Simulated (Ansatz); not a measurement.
Carrier properties of YN (Fm-3m)

Input:

```xyz
2
Lattice="0.0000 2.4578 2.4578 2.4578 0.0000 2.4578 2.4578 2.4578 0.0000" Properties=species:S:1:pos:R:3 pbc="T T T"
Y      0.0000     0.0000     0.0000
N      2.4578     2.4578     2.4578
```

Level of theory: r2SCAN with spin-orbit coupling, rigid bands (plane waves, PAW; Ansatz, a first-principles code). Condition of this run: hydrostatic pressure -2 GPa (the target of the relaxation). Cell: cell and atoms relaxed with r2SCAN, then loaded as said.

```
Property                                                                                                                                                        Value
---------------------------------------------------------------------------------------------------------------------------------------  ----------------------------
band gap                                                                                                                                                      0.58 eV
electron conductivity mass (300 K, dilute)                                                                                                                    0.23 mₑ
hole conductivity mass (300 K, dilute)                                                                                                                        0.59 mₑ
effective density of states N_c (300 K)                                                                                                                   1.4e19 cm⁻³
effective density of states N_v (300 K)                                                                                                                   2.4e19 cm⁻³
density-of-states mass, electrons                                                                                                                             0.67 mₑ
density-of-states mass, holes                                                                                                                                 0.98 mₑ
Seebeck coefficient, n-type 1e19 cm⁻³, 300 K                                                                                                                -245 μV/K
best n-type power factor at 300 K for τ = 10 fs (best axis; densities from 1e16 to 1e21 cm⁻³ tried, whether or not they can be reached)   9.2 μW/(cm·K²) at 3e19 cm⁻³
Seebeck coefficient, p-type 1e19 cm⁻³, 300 K                                                                                                                 316 μV/K
best p-type power factor at 300 K for τ = 10 fs (best axis; densities from 1e16 to 1e21 cm⁻³ tried, whether or not they can be reached)  11.2 μW/(cm·K²) at 3e20 cm⁻³
```

Rigid bands; masses and Seebeck coefficients take one relaxation time τ for all states and one kind of carrier; polarons and phonon drag are left out.
